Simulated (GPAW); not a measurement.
```xyz
7
Lattice="2.4216 1.3981 3.6128 -2.4216 1.3981 3.6128 0.0000 -2.7963 3.6128" Properties=species:S:1:pos:R:3 pbc="T T T"
C      0.0000     1.3163     3.6108
C     -1.1400    -0.6582     3.6108
C      1.1400    -0.6582     3.6108
N      1.1856     0.6845     3.6126
N     -1.1856     0.6845     3.6126
N      0.0000    -1.3690     3.6126
N      0.0000     0.0000     7.2141
```

Level of theory: PBEsol, GPAW PAW datasets PBEsol (made by gpaw-setup) (plane waves; GPAW).

The set-up and first iterations of a GPAW log for C₃N₄ (R3m, 7 atoms in the cell):

```
Input parameters:
  convergence: {bands: -4,
                density: 1e-05}
  kpts: {gamma: True,
         size: (6, 6, 6)}
  maxiter: 150
  mode: {ecut: 900.0000000000001,
         name: pw}
  nbands: -6
  occupations: {fixmagmom: False,
                name: fermi-dirac,
                width: 0.01}
  symmetry: {symmorphic: False,
             tolerance: 0.0005}
  xc: PBEsol

species:
  C:
    name: Carbon
    Z: 6.0
    valence: 4
    core: 2
    charge: 0.0
    file: C.PBEsol.gz

    # Using partial waves for C as LCAO basis

  N:
    name: Nitrogen
    Z: 7.0
    valence: 5
    core: 2
    charge: 0.0
    file: N.PBEsol.gz

    # Using partial waves for N as LCAO basis

Reference energy: -8972.766255  # eV

Spin-paired calculation

Convergence criteria:
 Maximum [total energy] change in last 3 cyles: 0.0005 eV / valence electron
 Maximum integral of absolute [dens]ity change: 1e-05 electrons / valence electron
   [... lines left out ...]

Hamiltonian:
  XC and Coulomb potentials evaluated on a 64*64*64 grid
  External potential:
    NoExternalPotential

XC parameters: PBEsol with 2 nearest neighbor stencil

Number of atoms: 7
Number of atomic orbitals: 28
Number of bands in calculation: 22
Number of valence electrons: 32
Bands to converge: 18

Density initialized from atomic densities
  22 bands from LCAO basis set

Atomic positions and initial magnetic moments

Positions:
   0 C      0.000000    1.316301    3.610839    ( 0.0000,  0.0000,  0.0000)
   1 C     -1.139950   -0.658151    3.610839    ( 0.0000,  0.0000,  0.0000)
   2 C      1.139950   -0.658151    3.610839    ( 0.0000,  0.0000,  0.0000)
   3 N      1.185586    0.684498    3.612573    ( 0.0000,  0.0000,  0.0000)
   4 N     -1.185586    0.684498    3.612573    ( 0.0000,  0.0000,  0.0000)
   5 N      0.000000   -1.368997    3.612573    ( 0.0000,  0.0000,  0.0000)
   6 N      0.000000    0.000000    7.214052    ( 0.0000,  0.0000,  0.0000)

Unit cell:
           periodic     x           y           z      points  spacing
  1. axis:    yes    2.421639    1.398134    3.612790    32     0.1222
  2. axis:    yes   -2.421639    1.398134    3.612790    32     0.1222
  3. axis:    yes    0.000000   -2.796268    3.612790    32     0.1222

  Lengths:   4.568519   4.568519   4.568519
  Angles:   64.020494  64.020494  64.020492

Effective grid spacing dv^(1/3) = 0.1308
     iter     time        total  log10-change:
                         energy   eigst   dens
iter:   1 --:--:--   -65.318936   +0.65
iter:   2 --:--:--   -64.674921   -0.78  -0.81
iter:   3 --:--:--   -62.194376   -0.59  -0.84
iter:   4 --:--:--   -62.091047   -1.75  -1.14
iter:   5 --:--:--   -61.879197   -1.23  -1.19
iter:   6 --:--:--   -61.855193   -1.50  -1.54
iter:   7 --:--:--   -61.791356   -2.54  -1.72
iter:   8 --:--:--   -61.786817   -2.67  -1.95
iter:   9 --:--:--   -61.788509c  -2.89  -2.17
iter:  10 --:--:--   -61.780797c  -2.96  -2.19
iter:  11 --:--:--   -61.780843c  -4.20  -3.03
iter:  12 --:--:--   -61.780789c  -5.44  -3.08
iter:  13 --:--:--   -61.780672c  -4.98  -3.14
iter:  14 --:--:--   -61.780669c  -5.62  -3.49
iter:  15 --:--:--   -61.780667c  -6.62  -3.59
iter:  16 --:--:--   -61.780667c  -5.80  -3.62
iter:  17 --:--:--   -61.780660c  -6.18  -3.69
```

Problem. How does the run end?

Solution. The run converged in 26 iterations. Convergence of the loop says nothing yet on basis, mesh or lower states. It ends on: free energy E − TS (from the program's reference atoms) -61.7807 eV; top of the valence band (on the code's own zero) 3.89 eV; gap on the k-point mesh 1.42 eV; largest force (vector length) 0.742 eV/Å. The log goes on:

```
iter:  18 --:--:--   -61.780660c  -6.91  -4.17
iter:  19 --:--:--   -61.780660c  -7.45c -4.18
iter:  20 --:--:--   -61.780660c  -7.12  -4.27
iter:  21 --:--:--   -61.780660c  -7.73c -4.42
iter:  22 --:--:--   -61.780660c  -9.14c -4.52
iter:  23 --:--:--   -61.780660c  -7.77c -4.55
iter:  24 --:--:--   -61.780660c  -8.81c -4.89
iter:  25 --:--:--   -61.780660c  -9.10c -4.93
iter:  26 --:--:--   -61.780660c  -8.99c -5.02c
Converged after 26 iterations.

Dipole moment: (-0.000000, 0.000000, -11.809183) |e|*Ang

Energy contributions relative to reference atoms: (reference = -8972.766255)

Kinetic:        +44.446730
Potential:      -47.592812
External:        +0.000000
XC:             -59.166568
Entropy (-ST):   +0.000000
Local:           +0.531990
SIC:             +0.000000
--------------------------
Free energy:    -61.780660
Extrapolated:   -61.780660

Showing only first 2 kpts
 Kpt  Band  Eigenvalues  Occupancy
  0    14      3.89447    2.00000
  0    15      3.89447    2.00000
  0    16      5.30986    0.00000
  0    17      5.30987    0.00000

  1    14      2.54136    2.00000
  1    15      3.50736    2.00000
  1    16      5.71956    0.00000
  1    17      6.68315    0.00000

Fermi level: 4.73761

Gap: 1.415 eV
Transition (v -> c):
  (s=0, k=0, n=15, [0.00, 0.00, 0.00]) -> (s=0, k=0, n=16, [0.00, 0.00, 0.00])
No difference between direct/indirect transitions
Energy (eV): -61.78066

Forces in eV/Ang:
  0 C     0.00000   -0.48319    0.00031
  1 C     0.41845    0.24159    0.00031
  2 C    -0.41845    0.24159    0.00031
  3 N    -0.64210   -0.37071   -0.01195
  4 N     0.64210   -0.37071   -0.01195
  5 N     0.00000    0.74143   -0.01195
  6 N     0.00000    0.00000    0.03523

Stress tensor:
     0.104609     0.000000     0.000000
     0.000000     0.104609     0.000000
     0.000000     0.000000     0.003985
Stress (GPa, Voigt): [16.7602 16.7602  0.6385  0.      0.      0.    ]
```

For comparison: a first run (DFT LDA (Perdew-Wang 92), plane waves, GPAW PAW datasets LDA (gpaw-data 1.0.1)) was changed to give this one (xc: LDA → PBEsol; potentials: GPAW PAW datasets PBEsol (made by gpaw-setup)), and from it to this one the largest force goes from 1.184 to 0.742 eV/Å and the gap on the mesh goes from 1.341 to 1.415 eV.

The starting cell comes from a database of computed structures (which also holds hypothetical and non-ambient phases and stackings), without a prior relaxation at this level. Its lattice was rescaled by a random factor within 2.5 % of one.

The run was DFT PBEsol, plane waves, GPAW PAW datasets PBEsol (made by gpaw-setup). Main settings of its input:

| setting | value |
|---|---|
| mode | pw |
| ecut | 900 eV |
| xc | PBEsol |
| kpts | 6 6 6 |
| mesh shift (steps) | 0 0 0 |
| occupations.name | fermi-dirac |
| occupations.width | 0.01 eV |
| nbands | -6 |
| convergence.density | 1e-05 e/electron |
| convergence.bands | -4 |
| symmetry.symmorphic | false |
| symmetry.tolerance | 0.0005 |
